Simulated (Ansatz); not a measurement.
Input for tetragonal HfO2 with Al and F, 48 sites:

Ansatz 0.2 input:
```yaml
crystal:
  lattice:
    - [7.17225467, 7.217568059, 0.020747824]
    - [-7.17225467, 7.217568059, 0.020747824]
    - [0.0, 0.015150773, 5.303810726]
  atoms:
    - { symbol: Al, position: [0.253904122, 0.503904122, 0.587950192] }
    - { symbol: Hf, position: [0.471989268, 0.721989268, 0.482030422] }
    - { symbol: Hf, position: [0.250677212, -0.010241526, 0.523130803] }
    - { symbol: Hf, position: [0.495727864, 0.232591546, 0.472610472] }
    - { symbol: Hf, position: [0.739758474, 0.500677212, 0.523130803] }
    - { symbol: Hf, position: [-0.017408454, 0.745727864, 0.472610472] }
    - { symbol: Hf, position: [0.739828627, -0.010171373, 0.506320545] }
    - { symbol: Hf, position: [-0.005179341, 0.244820659, 0.470490435] }
    - { symbol: Hf, position: [-0.008891055, 0.507756171, -0.035109111] }
    - { symbol: Hf, position: [0.236593632, 0.741875143, -0.007711421] }
    - { symbol: Hf, position: [-0.010803112, -0.00003279, 0.011426696] }
    - { symbol: Hf, position: [0.257756171, 0.241108945, -0.035109111] }
    - { symbol: Hf, position: [0.491875143, 0.486593632, -0.007711421] }
    - { symbol: Hf, position: [0.730522565, 0.739820963, 0.018998403] }
    - { symbol: Hf, position: [0.489820963, -0.019477435, 0.018998403] }
    - { symbol: Hf, position: [0.74996721, 0.239196888, 0.011426696] }
    - { symbol: F, position: [0.149583461, 0.399583461, 0.382724853] }
    - { symbol: O, position: [0.343174014, 0.593174014, 0.318548579] }
    - { symbol: O, position: [0.105687884, 0.897979111, 0.33493161] }
    - { symbol: O, position: [0.369378072, 0.100090291, 0.285423186] }
    - { symbol: O, position: [0.647979111, 0.355687884, 0.33493161] }
    - { symbol: O, position: [0.850090291, 0.619378072, 0.285423186] }
    - { symbol: O, position: [0.611180599, 0.861180599, 0.325450785] }
    - { symbol: O, position: [0.866819057, 0.116819057, 0.298672089] }
    - { symbol: O, position: [0.162733691, 0.412733691, 0.867031312] }
    - { symbol: O, position: [0.363536354, 0.613536354, 0.806645328] }
    - { symbol: O, position: [0.146796952, 0.906803172, 0.846088737] }
    - { symbol: O, position: [0.391775452, 0.114325296, 0.783971517] }
    - { symbol: O, position: [0.656803172, 0.396796952, 0.846088737] }
    - { symbol: O, position: [0.864325296, 0.641775452, 0.783971517] }
    - { symbol: O, position: [0.642930638, 0.892930638, 0.82992392] }
    - { symbol: O, position: [0.897452959, 0.147452959, 0.797679386] }
    - { symbol: O, position: [0.085078802, 0.655497532, 0.159748297] }
    - { symbol: O, position: [0.365966281, 0.848774318, 0.20964761] }
    - { symbol: O, position: [0.108764848, 0.15572685, 0.158160989] }
    - { symbol: O, position: [0.405497532, 0.335078802, 0.159748297] }
    - { symbol: O, position: [0.598774318, 0.615966281, 0.20964761] }
    - { symbol: O, position: [0.861622054, 0.868684975, 0.191551172] }
    - { symbol: O, position: [0.618684975, 0.111622054, 0.191551172] }
    - { symbol: O, position: [0.90572685, 0.358764848, 0.158160989] }
    - { symbol: O, position: [0.12572393, 0.640615249, 0.665771739] }
    - { symbol: O, position: [0.382757484, 0.863026823, 0.70906184] }
    - { symbol: O, position: [0.153471969, 0.156990944, 0.649237383] }
    - { symbol: O, position: [0.390615249, 0.37572393, 0.665771739] }
    - { symbol: O, position: [0.613026823, 0.632757484, 0.70906184] }
    - { symbol: O, position: [0.894300896, 0.896610818, 0.686325959] }
    - { symbol: O, position: [0.646610818, 0.144300896, 0.686325959] }
    - { symbol: O, position: [0.906990944, 0.403471969, 0.649237383] }
basis:
  ecutwfc: 500
  ecutrho_ratio: 4
  xc_grid: 4
kpoints:
  mp_grid: { grid: [2, 2, 4] }
hamiltonian:
  xc: r2scan
  dispersion: none
  pseudopotentials: { kind: paw }
scf:
  n_extra_bands: 36
  occupations: { method: fermi_dirac, width: 0.01 }
  convergence: { dr2_threshold: 0.000000001 }
output:
  eigenstates: { kpoints: [[0, 0, 0]], e_range: [-4, 6], localisation: true }
  eigenvalues: true
```

Computed with r2SCAN (plane waves to 500 eV, PAW; Ansatz, a program for electronic structure). Spin–orbit coupling is left out. Its k-point mesh 2×2×4, Fermi–Dirac width 0.01 eV.

Question: What does the end of the output print (band table and long remarks left out, numbers rounded to eight decimals)?

Answer: 
```
SCF converged after 12 iterations
Free energy (F): -255067.600298 eV
Harris-Foulkes:  -255067.600298 eV  (|F-HF|=4.37e-10)
Internal energy: -255067.600298 eV  (E = F + TS)
E sigma→0 (E₀):  -255067.600298 eV
Fermi energy:    15.814925 eV
--- Per-component energies (eV) ---
  E_band       = -557.886741
  E_kinetic    = 12007.525457
  E_local      = -93993.726896  (includes V_loc(G=0)·N_el)
  E_nonlocal   = -17160.727837
  E_hartree    = 42918.546040
  E_xc         = -6647.400662
  E_vxc        = -7824.658764  (∫ρ·V_xc dr)
  E_paw        = -109905.119826  (= ΣΔE_a)
  E_vpaw       = 20143.773404  (= ΣTr[D̂ρ^β])
  E_aug_tail   = 0.032885  (compensation charges beyond the density's cutoff)
  E_vtau       = 432.805033  (kinetic-family band-sum trace: ∫τ·v_τ [+ j·A + Jᵃ·Aᵃ] dr)
  E_ewald      = -82290.470619
  E_core_change = 3.741160  (= ΣΔE_core)
  E_smearing   = 0.000000  (= −TS)
  E_closure    = 0.000000  (closes the sum)
  Σ components = -255067.600298   (vs F -255067.600298, Δ=0.00e0)
```

Cost: about 6 core-minutes (a rough figure).
